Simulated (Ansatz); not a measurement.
Functionals compared on H2O on the 1x1 (111) surface of fcc Al, one in a 2x2 cell, started at the site 'hollow Al-Al-Al over Al at depth 2.3 Å', in Ansatz (plane waves, PAW). The structure was relaxed with PBE; the other rows are single points on it, each with its references at the same level. Cutoff 420 eV (500 eV for r2SCAN).

Slab: 19 atoms, 7.0 Å thick at the start under the adsorbate (thin: gaps and levels are the slab's own); k 6x6x1, smearing 0.1 eV, dipole-corrected; 8 atoms held, the rest relaxed; no symmetry held; no spin, no spin-orbit, no U, no dispersion correction. At the end it is bonded to Al. In PBE it is, or lies within 0.03 eV of, the lowest of the starts that converged. These notes are the PBE run's. Adsorption energies are against H2O(g). A negative adsorption energy means that the adsorbate is more stable on the surface than in its reference.

```tsv
functional	adsorption energy (eV)	work function of the top face (eV)	change of the work function (eV)	rough cost of the single point
PBE	-0.23	3.03	-1.00	–
RPBE	-0.05	2.93	-1.02	about 29 core-seconds (a rough figure)
r2SCAN	-0.28	2.92	-1.16	about 70 core-seconds (a rough figure)
```

Ansatz is a quantum-chemistry and plane-wave program.
